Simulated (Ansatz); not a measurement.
By LDA, the system below comes out a metal.

Here is the system:

```
CELL_PARAMETERS angstrom
      2.85971     0.00000     0.00000
      0.00000     2.85971     0.00000
      0.00000     0.00000     2.85971
ATOMIC_POSITIONS crystal
  Al 0.50000 0.50000 0.50000
  Ni 0.00000 0.00000 0.00000
```

The cell is taken as given; by LDA it stands under a pressure of -5.0 GPa.

The current flows along the normal of the first two printed cell vectors, the (001) plane of the conventional cell. No spin-orbit coupling; the value is a mean over 0.1 eV about the Fermi level.

Task: Compute, with LDA run with Ansatz (a program for electronic structure), the ballistic conductance per area.

Result: 1.0 × 10¹⁵ S/m² for both spins.
